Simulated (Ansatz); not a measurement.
Output of an Ansatz run (abridged):

```
WARN ansatz: RAYON_NUM_THREADS=1 ignored (pool sized by the plan → 1); use --threads N
Pseudopotentials: kind: paw
Pseudopotential: Cl, paw, valence charge 7
Crystal: 4 atoms, lattice volume = 112.861 Å³
Basis set: ecut = 420 eV, 2213 PW (Γ), exchange–correlation on 54×54×120 points (8 copies of the dense FFT grid, shifted against one another)
Bands: 18, of which v1, the nominal top of the filled ones, is band 14 counted from 1 (13 counted from 0)
Symmetry: 8 space group operations
Space group: Cmce (ITA 64), of the structure as read, at distance tolerance 4.8e-5 Å
k-points: 75 of 324
Initial density: superposition of atomic densities (neutral atoms: chi_scale 0, normalization atom), corrected by the library's trained network
Initial wavefunctions: pseudopotential atomic-orbital guess
Eigensolver: davidson
Functional: x = pbe(κ = 0.804, μ = 0.2195149727645171), c = pbe(β = 0.06672455060314922)
SCF iter   1: F=—  HF=-4317.908652 eV  |F-HF|=—  |Δ(HF+E_count)|=         —  Δρ=1.53e-3  dr2=1.39e-3  ethr=1.77e-3  ⟨swp⟩=6.9  Hψ=7763  notcnv=0
all-band conjugate gradients solve this SCF's bands
preconditioner: auto → Resta (q_TF=auto, 2.163 Å⁻¹)
SCF iter   2: F=—  HF=-4317.909146 eV  |F-HF|=—  |Δ(HF+E_count)|=   4.94e-4  Δρ=8.65e-4  dr2=4.59e-4  ethr=4.95e-6  ⟨swp⟩=2.2  Hψ=3000  notcnv=0
SCF iter   3: F=—  HF=-4317.909131 eV  |F-HF|=—  |Δ(HF+E_count)|=   1.57e-5  Δρ=1.80e-4  dr2=4.17e-5  ethr=1.64e-6  ⟨swp⟩=2.0  Hψ=2504  notcnv=0
SCF iter   4: F=—  HF=-4317.909131 eV  |F-HF|=—  |Δ(HF+E_count)|=   6.46e-7  Δρ=7.82e-5  dr2=5.31e-6  ethr=1.49e-7  ⟨swp⟩=2.5  Hψ=2113  notcnv=0
SCF iter   5: F=—  HF=-4317.909131 eV  |F-HF|=—  |Δ(HF+E_count)|=   2.01e-9  Δρ=1.31e-5  dr2=2.49e-7  ethr=1.90e-8  ⟨swp⟩=2.0  Hψ=2105  notcnv=0
SCF iter   6: F=-4317.909132 eV  HF=-4317.909132 eV  |F-HF|=6.29e-10  |Δ(HF+E_count)|=   2.14e-7  Δρ=5.32e-6  dr2=2.36e-8  ethr=3.57e-10  ⟨swp⟩=5.0  Hψ=5635  notcnv=0
SCF 1 converged in 6 iterations: F = -4317.909132 eV  dr2 = 2.36e-8
SCF converged after 6 iterations
Free energy (F): -4317.909132 eV
Harris-Foulkes:  -4317.909132 eV  (|F-HF|=6.29e-10)
Internal energy: -4317.909132 eV  (E = F + TS)
E sigma→0 (E₀):  -4317.909132 eV
Fermi energy:    1.942149 eV
--- Per-component energies (eV) ---
  E_band       = -143.698893
  E_kinetic    = 639.903378
  E_local      = -1109.428886  (includes V_loc(G=0)·N_el)
  E_nonlocal   = 114.781952
  E_hartree    = 340.308992
  E_xc         = -425.044812
  E_vxc        = -483.349342  (∫ρ·V_xc dr)
  E_paw        = -2635.901418  (= ΣΔE_a)
  E_vpaw       = 13.777272  (= ΣTr[D̂ρ^β])
  E_aug_tail   = 0.000369  (compensation charges beyond the density's cutoff)
  E_ewald      = -1242.528707
  E_smearing   = -0.000000  (= −TS)
  E_closure    = 0.000000  (closes the sum)
  Σ components = -4317.909132   (vs F -4317.909132, Δ=0.00e0)
--- Forces (eV/Å), atoms counted from 1 ---
  atom   1  Cl    -0.00000000     0.20630190     0.42097296
  atom   2  Cl     0.00000000    -0.20630190    -0.42097296
  atom   3  Cl    -0.00000000    -0.20630190     0.42097296
  atom   4  Cl     0.00000000     0.20630190    -0.42097296
  max |Σ_I F_I| component: 2.78e-17 eV/Å
--- Stress (GPa, compression-positive) ---
        1.186922       0.000000      -0.000000
        0.000000       1.437963       0.000000
       -0.000000       0.000000       2.414834
  P = ⅓ Tr σ = 1.6799 GPa (16.799 kbar)
  The stress holds the Pulay correction. Without it, at fixed plane waves, as pw.x and ABINIT print it: P = 1.6779 GPa
--- Band table (eV; the first three rows and the last of 75) ---
  k-point 0: bands = ["-16.1192", "-15.8795", "-12.0745", "-11.3339", "-4.9493", "-3.6931", "-1.9168", "-1.8233", "-1.6740", "-1.5726", "-0.0077", "0.4598", "0.6786", "0.8061", "3.0710", "4.0879", "7.4879", "7.7380"]
  k-point 1: bands = ["-16.0873", "-15.9182", "-11.9699", "-11.4479", "-4.7815", "-3.9094", "-1.8608", "-1.7612", "-1.6598", "-1.5882", "-0.0037", "0.3492", "0.6980", "0.7882", "3.2055", "3.9112", "7.6479", "7.8459"]
  k-point 2: bands = ["-16.0061", "-16.0061", "-11.7136", "-11.7136", "-4.3658", "-4.3658", "-1.7578", "-1.7578", "-1.6247", "-1.6247", "0.1220", "0.1220", "0.7439", "0.7439", "3.5387", "3.5387", "7.8832", "7.8832"]
  k-point 74: bands = ["-15.8264", "-15.8264", "-11.5948", "-11.5948", "-4.3106", "-4.3106", "-2.9960", "-2.9960", "-2.1434", "-2.1434", "0.0608", "0.0608", "0.0861", "0.0861", "3.5398", "3.5398", "9.6413", "9.6413"]
```

The structure:

```
CELL_PARAMETERS angstrom
      3.26421    -2.05747     0.00000
      3.26421     2.05747     0.00000
      0.00000     0.00000     8.40240
ATOMIC_POSITIONS crystal
  Cl 0.88548 0.11452 0.60475
  Cl 0.11452 0.88548 0.39525
  Cl 0.61452 0.38548 0.10475
  Cl 0.38548 0.61452 0.89525
```

### Question
Write an input that gives this output.

### Answer
Other spellings and defaults could give the same log, and not every line can be read from it. The input that was run (DFT, PBE, plane waves, default PAW files):

Ansatz 0.2 input:
```yaml
# Cl2
crystal:
  lattice:
    - [3.26420500, -2.05747000, 0.00000000]
    - [3.26420500, 2.05747000, 0.00000000]
    - [0.00000000, 0.00000000, 8.40240000]
  atoms:
    - { symbol: Cl, position: [0.88548000, 0.11452000, 0.60475000] }
    - { symbol: Cl, position: [0.11452000, 0.88548000, 0.39525000] }
    - { symbol: Cl, position: [0.61452000, 0.38548000, 0.10475000] }
    - { symbol: Cl, position: [0.38548000, 0.61452000, 0.89525000] }
basis:
  ecutwfc: 420.0
kpoints:
  mp_grid: { grid: [9, 9, 4] }
hamiltonian:
  xc: pbe
  pseudopotentials: { kind: paw }
scf:
  occupations: { method: fermi_dirac, width: 0.02 }
output:
  forces: true
  eigenvalues: true
  stress: true
```

The starting cell comes from a database of computed structures (which also holds hypothetical and non-ambient phases and stackings), without a prior relaxation at this level. Ansatz's pressure includes its estimate of the finite-basis (Pulay) stress.

Ansatz is an electronic-structure program.
